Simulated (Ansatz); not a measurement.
Electron-phonon data for Hf (P6_3/mmc)

Data:

```xyz
2
Lattice="3.1205 0.0000 0.0000 -1.5603 2.7025 0.0000 0.0000 0.0000 4.9418" Properties=species:S:1:pos:R:3 pbc="T T T"
Hf     0.0000     1.8016     1.2354
Hf     1.5603     0.9008     3.7063
```

Level of theory: LDA, DFPT electron-phonon coupling, linearised Boltzmann equation (plane waves, PAW, scalar-relativistic; Ansatz, a first-principles code). Condition of this run: functional LDA. How the cell was made: relaxed with this functional, without spin-orbit coupling.

```
Property                                                                                                                               Value
--------------------------------------------------------------------------------------------------  ----------------------------------------
resistivity at 300 K                                                                                            34 (x), 34 (y), 30 (z) μΩ·cm
resistivity at 77 K                                                                                          6.7 (x), 6.7 (y), 5.8 (z) μΩ·cm
electron mean free path at 300 K (weighted by the current that each state carries)                              4.8 (x), 4.8 (y), 4.2 (z) nm
resistivity times mean free path for one path shared by all states (from the Fermi surface's area)  15.0 (x), 15.0 (y), 10.6 (z) ×10⁻¹⁶ Ω·m²
electron-phonon coupling λ                                                                                                              0.47
transport coupling λ_tr                                                                                                                 0.52
logarithmic mean phonon energy                                                                                                      10.7 meV
density of states at the Fermi level                                                                              0.69 states/(eV·spin·cell)
Drude plasma energy                                                                                             4.2 (x), 4.2 (y), 4.5 (z) eV
```

A metal at this level (no band gap). Only scattering by harmonic phonons is included (no impurities, grain boundaries, electron-electron scattering or thermal expansion). Spin-orbit coupling is left out, which matters with elements this heavy. Halving the electron mesh (32x32x16) moves the resistivity by up to 3 % at 300 K, the mean free path by up to 5 %, the coupling by up to 5 %. Smearing 0.20 eV; phonons on a 5x5x3 q mesh, which this run doesn't test and which matters most at low temperature.
